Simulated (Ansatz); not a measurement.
An Ansatz (a program for electronic structure) run: ZrSi2 with a change (H interstitial (started 1.82 Å from the nearest host atom), symmetric start); r2SCAN in Ansatz (plane waves to 500 eV, PAW, no SOC).

Input:

Ansatz 0.2 input:
```yaml
crystal:
  lattice:
    - [1.8443359862, -7.4291937597, 0]
    - [3.6886719724, 0, -3.6667930338]
    - [3.6886719724, 0, 3.6667930338]
  atoms:
    - { symbol: Si, position: [0.8965483688, 0.6508629078, 0.4008629078] }
    - { symbol: Si, position: [0.8965483688, 0.1508629078, 0.9008629078] }
    - { symbol: Si, position: [0.1034516312, 0.3491370922, 0.5991370922] }
    - { symbol: Si, position: [0.1034516312, 0.8491370922, 0.0991370922] }
    - { symbol: Si, position: [0.4996128628, 0.0000967843, 0.7500967843] }
    - { symbol: Si, position: [0.4996128628, 0.5000967843, 0.2500967843] }
    - { symbol: Si, position: [0.5003871372, 0.9999032157, 0.2499032157] }
    - { symbol: Si, position: [0.5003871372, 0.4999032157, 0.7499032157] }
    - { symbol: Zr, position: [0.2116774464, 0.8220806384, 0.5720806384] }
    - { symbol: Zr, position: [0.2116774464, 0.3220806384, 0.0720806384] }
    - { symbol: Zr, position: [0.7883225536, 0.1779193616, 0.4279193616] }
    - { symbol: Zr, position: [0.7883225536, 0.6779193616, 0.9279193616] }
    - { symbol: H, position: [0, 0, 0.5] }
basis: { ecutwfc: 500, ecutrho_ratio: 4, xc_grid: 4, fft_grid_basis: typed }
kpoints: { mp_grid: { grid: [5, 7, 7] } }
hamiltonian:
  xc: r2scan
  dispersion: none
  pseudopotentials: { kind: paw }
scf: { occupations: { method: fermi_dirac, width: 0.05 }, convergence: { dr2_threshold: 0.0000000013 } }
relax: { f_tol: 0.02, max_steps: 45 }
output: { forces: true, stress: true }
checkpoint: { write: state.ck, write_every: 1000 }
```

Output (explanatory and most iteration lines left out):

```
Relaxation: its limit of steps is 45 (relax.max_steps)
Pseudopotential: Si, paw, valence charge 4
Pseudopotential: Zr, paw, valence charge 12
Pseudopotential: H, paw, valence charge 1
Crystal: 13 atoms, lattice volume = 200.969 Å³
Basis set: ecut = 500 eV, 5105 PW (Γ), exchange–correlation on 240×160×160 points (64 copies of the dense FFT grid, shifted against one another)
Bands: 54, of which v1, the nominal top of the filled ones, is band 41 counted from 1 (40 counted from 0)
Symmetry: 2 space group operations
Space group: P-1 (ITA 2), of the structure as read, at distance tolerance 5.9e-5 Å
k-points: 123 of 245
Functional: x = r2scan, c = r2scan; τ floored in thin density (d = 2e-4 eV/Å³)
SCF iter   1: F=—  HF=-21914.363048 eV  |F-HF|=—  |Δ(HF+E_count)|=         —  Δρ=6.12e-3  dr2=5.35e-2  dr2_τ=1.00e-1  ethr=1.77e-3  ⟨swp⟩=6.9  Hψ=30555  notcnv=0  defer=46
SCF iter   2: F=—  HF=-21914.648551 eV  |F-HF|=—  |Δ(HF+E_count)|=   2.86e-1  Δρ=4.18e-3  dr2=2.57e-2  dr2_τ=4.62e-4  ethr=6.60e-5  ⟨swp⟩=2.0  Hψ=13904  notcnv=0  defer=485
SCF 1 converged in 9 iterations: F = -21914.651963 eV  dr2 = 3.32e-10
relax step   1: F+E_penalty+E_count = -21914.65196272 eV  Δ(F+E_penalty+E_count) = +0.000e0 eV  max|allowed force component| = 7.561e-1 eV/Å  Δτ_max = 0.0000 Å  (9 SCF iters, accepted)
Crystal: 13 atoms, lattice volume = 200.969 Å³
SCF iter   1: F=—  HF=-21914.275354 eV  |F-HF|=—  |Δ(HF+E_count)|=         —  Δρ=7.59e-3  dr2=5.79e-1  dr2_τ=1.41e0  ethr=7.22e-4  ⟨swp⟩=1.1  Hψ=22955  notcnv=0  defer=469
SCF iter   2: F=—  HF=-21914.704583 eV  |F-HF|=—  |Δ(HF+E_count)|=   4.29e-1  Δρ=4.51e-3  dr2=2.29e-1  dr2_τ=7.25e-4  ethr=7.15e-4  ⟨swp⟩=2.1  Hψ=11703  notcnv=0  defer=469
SCF 2 converged in 10 iterations: F = -21914.669346 eV  dr2 = 8.01e-11
relax step   2: F+E_penalty+E_count = -21914.66934617 eV  Δ(F+E_penalty+E_count) = -1.738e-2 eV  max|allowed force component| = 8.807e-1 eV/Å  Δτ_max = 0.1076 Å  (10 SCF iters, accepted)
Crystal: 13 atoms, lattice volume = 200.969 Å³
SCF iter   1: F=—  HF=-21914.591590 eV  |F-HF|=—  |Δ(HF+E_count)|=         —  Δρ=3.89e-3  dr2=1.67e-1  dr2_τ=3.47e-1  ethr=1.58e-3  ⟨swp⟩=3.6  Hψ=13308  notcnv=0  defer=480
SCF iter   2: F=—  HF=-21914.743572 eV  |F-HF|=—  |Δ(HF+E_count)|=   1.52e-1  Δρ=2.33e-3  dr2=6.90e-2  dr2_τ=2.00e-4  ethr=2.07e-4  ⟨swp⟩=2.2  Hψ=13289  notcnv=0  defer=487
SCF 3 converged in 9 iterations: F = -21914.733034 eV  dr2 = 7.73e-10
relax step   3: F+E_penalty+E_count = -21914.73303379 eV  Δ(F+E_penalty+E_count) = -6.369e-2 eV  max|allowed force component| = 9.860e-2 eV/Å  Δτ_max = 0.0491 Å  (9 SCF iters, accepted)
Crystal: 13 atoms, lattice volume = 200.969 Å³
SCF iter   1: F=—  HF=-21914.671573 eV  |F-HF|=—  |Δ(HF+E_count)|=         —  Δρ=1.85e-3  dr2=7.30e-3  dr2_τ=1.11e-1  ethr=1.30e-3  ⟨swp⟩=3.9  Hψ=12755  notcnv=0  defer=474
SCF iter   2: F=—  HF=-21914.726991 eV  |F-HF|=—  |Δ(HF+E_count)|=   5.54e-2  Δρ=1.08e-3  dr2=2.27e-3  dr2_τ=4.27e-5  ethr=9.01e-6  ⟨swp⟩=2.0  Hψ=13860  notcnv=0  defer=471
SCF 4 converged in 9 iterations: F = -21914.726886 eV  dr2 = 6.27e-11
relax step   4: F+E_penalty+E_count = -21914.72688620 eV  Δ(F+E_penalty+E_count) = +6.148e-3 eV  max|allowed force component| = 1.005e-1 eV/Å  Δτ_max = 0.0295 Å  (9 SCF iters, rejected (line search))
Crystal: 13 atoms, lattice volume = 200.969 Å³
SCF iter   1: F=—  HF=-21914.687372 eV  |F-HF|=—  |Δ(HF+E_count)|=         —  Δρ=1.64e-3  dr2=4.82e-3  dr2_τ=9.73e-2  ethr=7.11e-5  ⟨swp⟩=3.1  Hψ=15459  notcnv=0  defer=480
SCF iter   2: F=—  HF=-21914.736020 eV  |F-HF|=—  |Δ(HF+E_count)|=   4.86e-2  Δρ=9.48e-4  dr2=1.52e-3  dr2_τ=2.89e-5  ethr=5.95e-6  ⟨swp⟩=2.0  Hψ=13490  notcnv=0  defer=480
SCF 5 converged in 8 iterations: F = -21914.735993 eV  dr2 = 1.26e-9
relax step   5: F+E_penalty+E_count = -21914.73599265 eV  Δ(F+E_penalty+E_count) = -2.959e-3 eV  max|allowed force component| = 1.551e-2 eV/Å  Δτ_max = 0.0082 Å  (8 SCF iters, accepted)
[...]
Fermi energy:    12.847269 eV
--- Forces (eV/Å), atoms counted from 1 ---
  atom   1  Si    -0.00965560     0.01268049     0.01207676
  atom   2  Si    -0.00546819     0.01551404     0.00530146
  atom   3  Si     0.00965560    -0.01268049    -0.01207676
  atom   4  Si     0.00546819    -0.01551404    -0.00530146
  atom   5  Si     0.00189993    -0.00289200    -0.00414224
  atom   6  Si    -0.00406416     0.00328852    -0.01032279
  atom   7  Si    -0.00189993     0.00289200     0.00414224
  atom   8  Si     0.00406416    -0.00328852     0.01032279
  atom   9  Zr     0.00037996    -0.00316901     0.00030721
  atom  10  Zr    -0.00701483     0.00064999    -0.00377405
  atom  11  Zr    -0.00037996     0.00316901    -0.00030721
  atom  12  Zr     0.00701483    -0.00064999     0.00377405
  atom  13  H      0.00000000     0.00000000     0.00000000
--- Stress (GPa, compression-positive) ---
        1.407690       0.106548       0.061346
        0.106548       4.078761       0.226698
        0.061346       0.226698       2.873027
  P = ⅓ Tr σ = 2.7865 GPa (27.865 kbar)
--- Relaxed structure (5 steps of the walk, 4 accepted, 0 SCFs on fresh bases) ---
  atoms:
    - { symbol: Si, position: [0.8939315615009659, 0.6444412589426023, 0.40130882966852804] }
    - { symbol: Si, position: [0.8941856446528083, 0.15229188326197735, 0.9095522160973846] }
    - { symbol: Si, position: [0.1060684384990341, 0.3555587410573975, 0.5986911703314717] }
    - { symbol: Si, position: [0.1058143553471917, 0.8477081167380226, 0.09044778390261543] }
    - { symbol: Si, position: [0.49869003641383275, -0.00041208983620977246, 0.7525794165791545] }
    - { symbol: Si, position: [0.49890335701257776, 0.5029970348960108, 0.24643123750737994] }
    - { symbol: Si, position: [0.5013099635861673, 1.0004120898362094, 0.24742058342084539] }
    - { symbol: Si, position: [0.5010966429874223, 0.49700296510398906, 0.7535687624926197] }
    - { symbol: Zr, position: [0.2181947166861111, 0.8236673458577736, 0.5654261043378256] }
    - { symbol: Zr, position: [0.2117411034734156, 0.32394338953895285, 0.07050446877944058] }
    - { symbol: Zr, position: [0.7818052833138889, 0.1763326541422266, 0.4345738956621746] }
    - { symbol: Zr, position: [0.7882588965265844, 0.676056610461047, 0.9294955312205593] }
    - { symbol: H, position: [-4.883312223125037e-20, -2.7755575615628914e-17, 0.5] }
```

The cell is small, so the values are those of an ordered compound at a high defect concentration; dilute-limit values will differ. The defect started on the symmetric site and kept its symmetry, so it may sit on a saddle. All final runs are without spin polarisation. The cell was made from ZrSi$_{2}$ (space group Cmcm, No. 63) by this change: H interstitial (started 1.82 Å from the nearest host atom). The defect cell is not spin-polarised.
